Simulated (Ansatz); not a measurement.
Be3N2 (R3m, No. 160, 5 atoms in the cell; start mp-1070456; a measured phase of this formula has another space group), treated with PBEsol (PAW; Ansatz, a program for electronic structure).

Run with plane-wave cutoff 520 eV, 14×14×14 k mesh, Fermi–Dirac smearing 0.01 eV, scalar-relativistic PAW data made under PBE.

Cell (relaxed with PBEsol):

```yaml
crystal:
  lattice:
    - [1.41757, 0.81843, 4.85276]
    - [-1.41757, 0.81843, 4.85276]
    - [0.00000, -1.63687, 4.85276]
  atoms:
    - { symbol: Be, position: [0.14107, 0.14107, 0.14107] }
    - { symbol: Be, position: [0.68236, 0.68236, 0.68236] }
    - { symbol: Be, position: [0.91111, 0.91111, 0.91111] }
    - { symbol: N, position: [0.79582, 0.79582, 0.79582] }
    - { symbol: N, position: [0.29155, 0.29155, 0.29155] }
```

Q: What does this level give for the band gap, smallest direct gap on the k points sampled and direct gap at Γ?

A: 
* **band gap**: 2.66 eV (indirect)
* **smallest direct gap on the k points sampled**: 3.73 eV
* **direct gap at Γ**: 6.01 eV

The computed numbers hold no vibrational or temperature effects.

Cost on a shared machine: around 24 core-seconds (rough).

A start named mp-… is a Materials Project structure, which need not be a measured phase.
